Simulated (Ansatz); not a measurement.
The reference is TaAgO3 in the cubic perovskite structure (space group Pm-3m, No. 221; a = 3.9514 Å; a cell from a computed database, its experimental status unchecked).

One thing is altered: full substitution Ag → Tl, then cell and atoms are relaxed.

Levels (all Ansatz, a quantum-chemistry and plane-wave program, PAW): PBEsol (420 eV, spin-orbit coupling left out); PBEsol+SOC (420 eV, noncollinear with spin-orbit coupling).

The geometry is relaxed with PBEsol.

PBEsol gap character: direct at X
PBEsol band gap: 0.61 eV
PBEsol pressure: 0.0 kbar

With PBEsol+SOC at the same geometry, the electron mass (degenerate bands, along [100]) amounts to 0.28, 0.87 mₑ (at Γ); the gap character changes from direct at X to indirect, X → Γ; the band gap shrinks by 0.13 eV (0.61 eV → 0.48 eV); the pressure goes from zero to -3.4 kbar.

Single points use the geometry relaxed with PBEsol. Differences between runs with and without spin-orbit coupling are approximate. With Ta and Tl present, leaving out spin-orbit coupling can change the band edges. Masses are band curvatures over ±0.01 Å⁻¹ around the edge. Stability against distortions was not tested. For TaTlO3 in this form, whether it has been made was not checked. Many cubic perovskites are stable only at high temperature; tilts and polar distortions were not tested.
